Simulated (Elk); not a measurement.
# Worked example: self-consistent single point of SnAs (Fm-3m, 2 atoms in the cell) in Elk

Computed with Elk with PBEsol, all-electron FP-LAPW, Elk's shipped species files, APW+lo basis with extra local orbitals.

This input was run:

```
tasks
  0

xctype
  22

tforce
  .true.

rgkmax
  8.0

gmaxvr
  18.0

lmaxapw
  10

lmaxo
  8

nxlo
  2

lorbcnd
  .true.

lradstp
  2

nrmtscf
  2.0

lmaxi
  4

stype
  0

swidth
  0.00734986

maxscl
  100

scale
  1.889726125

avec
    0.0000000000    2.8768700000    2.8768700000
    2.8768700000    0.0000000000    2.8768700000
    2.8768700000    2.8768700000    0.0000000000

atoms
  2
  'Sn.in'
  1
  0.5000000000  0.5000000000  0.5000000000    0.0 0.0 0.0
  'As.in'
  1
  0.0000000000  0.0000000000  0.0000000000    0.0 0.0 0.0

ngridk
  10 10 10
```

Output (repeated stretches shortened):

```
│ Elk code version 10.2.4 │

All units are atomic (Hartree, Bohr, etc.)

│ Ground-state run starting from atomic densities │

Lattice vectors :
   0.000000000       5.436496397       5.436496397
   5.436496397       0.000000000       5.436496397
   5.436496397       5.436496397       0.000000000

Unit cell volume      :    321.3566633
Brillouin zone volume :   0.7718844567

Muffin-tin inner radius fraction :   0.1000000000E-01

Nuclei treated as point charges

Species :    1 (Sn)
 parameters loaded from : Sn.in
 name : tin
 nuclear charge    :   -50.00000000
 electronic charge :    50.00000000
 atomic mass :    216395.0920
 muffin-tin radius :    2.600000000
 number of radial points in muffin-tin :   1199
 atomic positions (lattice), magnetic fields (Cartesian) :
   1 :   0.00000000  0.00000000  0.00000000    0.00000000  0.00000000  0.00000000

Species :    2 (As)
 parameters loaded from : As.in
 name : arsenic
 nuclear charge    :   -33.00000000
 electronic charge :    33.00000000
 atomic mass :    136573.7219
 muffin-tin radius :    2.400000000
 number of radial points in muffin-tin :    999
 atomic positions (lattice), magnetic fields (Cartesian) :
   1 :   0.50000000  0.50000000  0.50000000    0.00000000  0.00000000  0.00000000

Total number of atoms per unit cell :    2

Spin treatment :
 spin-unpolarised

Number of Bravais lattice symmetries :   48
Number of crystal symmetries         :   48
Crystal has inversion symmetry
Real symmetric eigensolver will be used

k-point grid :     10    10    10
k-point offset :    0.000000000       0.000000000       0.000000000
k-point set is reduced with full crystal symmetry group
Total number of k-points :       47

Muffin-tin radius times maximum |G+k| :    8.000000000
 using average radius
Maximum |G+k| for APW functions       :    3.200000000
Maximum (1/2)|G+k|²                   :    5.120000000
Maximum |G| for potential and density :    18.00000000
 potential will be trimmed for |G| > 2 gkmax
Constant for pseudocharge density :   12
Radial integration step length :    2

G-vector grid sizes :     45    45    45
Number of G-vectors :    31415

Maximum angular momentum used for
 APW functions                      :   10
 outer part of muffin-tin           :    8
 inner part of muffin-tin           :    4

Total nuclear charge    :   -83.00000000
Total core charge       :    48.00000000
Total valence charge    :    35.00000000
Total excess charge     :    0.000000000
Total electronic charge :    83.00000000

Effective Wigner radius, rₛ :   0.9741074598

Number of empty states         :    8
Total number of valence states :   26
Total number of core states    :   48

Conduction state local-orbitals added automatically
Total number of local-orbitals :  226

Exchange-correlation functional :     22     0     0
 PBEsol, Phys. Rev. Lett. 100, 136406 (2008)
 gradient requirement :    1
 generalised gradient approximation (GGA)

Smearing type :    0
 Gaussian
Smearing width :   0.7349860000E-02
Effective electronic temperature (K) :    2320.902224

Mixing type :    3
 Broyden mixing, J. Phys. A: Math. Gen. 17, L317 (1984)

Kohn-Sham potential initialised from atomic data

│ Self-consistent loop started │
│ Loop number : 1 │
 total energy                :     -8442.84304678
│ Loop number : 2 │
 total energy                :     -8442.82198767
RMS change in Kohn-Sham potential (target) :   0.9103547368E-01 (  0.1000000000E-05)
Absolute change in total energy (target)   :   0.2105911689E-01 (  0.1000000000E-03)
│ Loop number : 3 │
 total energy                :     -8442.61318074
RMS change in Kohn-Sham potential (target) :   0.8794472209E-01 (  0.1000000000E-05)
Absolute change in total energy (target)   :   0.2140717021     (  0.1000000000E-03)
│ Loop number : 4 │
 total energy                :     -8439.73048904
RMS change in Kohn-Sham potential (target) :   0.5108504288E-01 (  0.1000000000E-05)
Absolute change in total energy (target)   :    2.936209623     (  0.1000000000E-03)
│ Loop number : 5 │
 total energy                :     -8437.22276859
RMS change in Kohn-Sham potential (target) :   0.1765798725E-01 (  0.1000000000E-05)
Absolute change in total energy (target)   :    3.241772862     (  0.1000000000E-03)
│ Loop number : 6 │
 total energy                :     -8436.23952552
RMS change in Kohn-Sham potential (target) :   0.4473878162E-02 (  0.1000000000E-05)
Absolute change in total energy (target)   :    1.793686282     (  0.1000000000E-03)
│ Loop number : 7 │
 total energy                :     -8435.90593181
RMS change in Kohn-Sham potential (target) :   0.1004104072E-03 (  0.1000000000E-05)
Absolute change in total energy (target)   :   0.7820152870     (  0.1000000000E-03)
│ Loop number : 8 │
 total energy                :     -8435.90005843
RMS change in Kohn-Sham potential (target) :   0.4244036485E-04 (  0.1000000000E-05)
Absolute change in total energy (target)   :   0.2013771983     (  0.1000000000E-03)
│ Loop number : 9 │
 total energy                :     -8435.89841778
RMS change in Kohn-Sham potential (target) :   0.2586370095E-04 (  0.1000000000E-05)
Absolute change in total energy (target)   :   0.5198494501E-01 (  0.1000000000E-03)
│ Loop number : 10 │
 total energy                :     -8435.89739629
RMS change in Kohn-Sham potential (target) :   0.1230915637E-04 (  0.1000000000E-05)
Absolute change in total energy (target)   :   0.1401773451E-01 (  0.1000000000E-03)
│ Loop number : 11 │
 total energy                :     -8435.89545118
RMS change in Kohn-Sham potential (target) :   0.2218395585E-05 (  0.1000000000E-05)
Absolute change in total energy (target)   :   0.5449534932E-02 (  0.1000000000E-03)
│ Loop number : 12 │
 total energy                :     -8435.89555430
RMS change in Kohn-Sham potential (target) :   0.5446432534E-06 (  0.1000000000E-05)
Absolute change in total energy (target)   :   0.1259266339E-02 (  0.1000000000E-03)
│ Loop number : 13 │
 total energy                :     -8435.89558309
RMS change in Kohn-Sham potential (target) :   0.1320861209E-06 (  0.1000000000E-05)
Absolute change in total energy (target)   :   0.2860276618E-03 (  0.1000000000E-03)
│ Loop number : 14 │
 total energy                :     -8435.89558241
RMS change in Kohn-Sham potential (target) :   0.4116449958E-07 (  0.1000000000E-05)
Absolute change in total energy (target)   :   0.7218275277E-04 (  0.1000000000E-03)
Convergence targets achieved

│ Loop number : 15 │

Energies :
 Fermi                       :     0.255927696153
 sum of eigenvalues          :     -5030.92791614
 electron kinetic            :      8811.63624788
 core electron kinetic       :      8392.40214931
 Coulomb                     :     -17002.6643220
 Coulomb potential           :     -13520.8843519
 nuclear-nuclear             :     -769.712021357
 electron-nuclear            :     -18945.0202493
 Hartree                     :      2712.06794870
 Madelung                    :     -10242.2221460
 xc potential                :     -321.679812085
 exchange                    :     -239.975787984
 correlation                 :     -4.89171840144
 total energy                :     -8435.89558049

Density of states at Fermi energy :    21.06622176
 (states/Hartree/unit cell)

Estimated indirect band gap :   0.7523010738E-02
 from k-point     38 to k-point     47
Estimated direct band gap   :   0.4117452868E-01
 at k-point     15

Charges :
 core                        :    48.00000000
 valence                     :    35.00000000
 interstitial                :    3.490281607
 muffin-tins (core leakage)
  species :    1 (Sn)
   atom    1                 :    48.07347095     (  0.6691310011E-04)
  species :    2 (As)
   atom    1                 :    31.43624744     (  0.1436915153E-03)
 total in muffin-tins        :    79.50971839
 total calculated charge     :    82.99966983
 total charge                :    83.00000000
 error                       :   0.3301720134E-03

│ Self-consistent loop stopped │

Forces :
 species :    1 (Sn)
  atom :    1
   Hellmann-Feynman          :    -0.00000000    0.00000000    0.00000000
   IBS                       :     0.00000000   -0.00000000   -0.00000000
   total force               :    -0.00000000   -0.00000000    0.00000000
   total magnitude           :     0.00000000
 species :    2 (As)
  atom :    1
   Hellmann-Feynman          :    -0.00000000   -0.00000000    0.00000000
   IBS                       :     0.00000000    0.00000000   -0.00000000
   total force               :     0.00000000    0.00000000   -0.00000000
   total magnitude           :     0.00000000
```

The run converged in 15 iterations. The count includes the last loop, which Elk runs after its targets are met.

The starting cell comes from a database of computed structures (which also holds hypothetical and non-ambient phases and stackings), without a prior relaxation at this level. Values depend on the basis (sphere radii, cutoffs, local orbitals), which need not be converged. The run gives no clean gap (levels at the Fermi energy touch, overlap or are partly filled at this smearing), which alone does not show that the compound is a metal. The log's line on a gap gives a spacing of levels on this mesh, which the program prints for metals too.

Cost on one core of a shared machine: roughly 2 min.
